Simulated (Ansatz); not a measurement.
Effect of biaxial strain −1.71 %, plane normal [001], relaxed out of plane on VN

The reference is VN in the zinc blende structure (space group F-43m, No. 216; a = 4.385 Å; a model cell, its experimental status unchecked; relaxed with 0.1 eV smearing). Axes: x, y, z lie along the cube axes.

Modification: biaxial strain −1.71 %, plane normal [001], relaxed out of plane (Cartesian); in-plane vectors clamped, the third vector and the atoms free.

Method: PBEsol/PAW in Ansatz (a quantum-chemistry and plane-wave program), no spin-orbit coupling. Settings: 23×23×23 k-points, 0.1 eV Fermi–Dirac smearing.

```tsv
quantity	base	changed	shift
volume per atom	10.54 Å³	10.40 Å³	-0.14 Å³
shortest interatomic distance	1.899 Å	1.891 Å	-0.008 Å
energy relative to the base (free energy F)	0 meV/atom	+5.5 meV/atom	+5.5 meV/atom
pressure (mean of the normal stresses, compression positive)	0.0 GPa	3.3 GPa	+3.24 GPa
band gap	zero	zero	–
out-of-plane strain	–	+2.17 %	–
ratio −ε⊥/ε∥	–	1.27	–
mean in-plane stress (compression positive)	–	+4.9 GPa	–
```

No phonon test of stability was made. Starting moments died away, wholly or in part, for the base; another magnetic solution may exist. All final runs are without spin polarisation.
